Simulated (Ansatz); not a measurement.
The starting structures come from a database of crystals and need not be the phases stable at ambient conditions.

By PBEsol, the system below comes out a metal.

Without scattering a metal conducts by its projected Fermi surface.

Input:

```xyz
4
Lattice="3.1580 0.0000 0.0000 0.0000 5.8020 0.0000 0.0000 0.0000 5.9380" Properties=species:S:1:pos:R:3 pbc="T T T"
In     3.1303     0.0000     0.0000
In     0.0278     2.9010     2.9690
Sb     2.2833     0.0000     2.9690
Sb     0.8748     2.9010     0.0000
```

Space group of this cell: Pmmn. The cell is strained (lengths across the current scaled by 0.98, ions clamped); by PBEsol its mean pressure is -0.9 GPa.

The current flows along the normal of the first two printed cell vectors. No spin-orbit coupling; the value is a mean over 0.1 eV about the Fermi level.

Estimate the ballistic conductance per area that PBEsol (Ansatz, a first-principles code) returns for this system.

0.64 × 10¹⁵ S/m² for both spins.
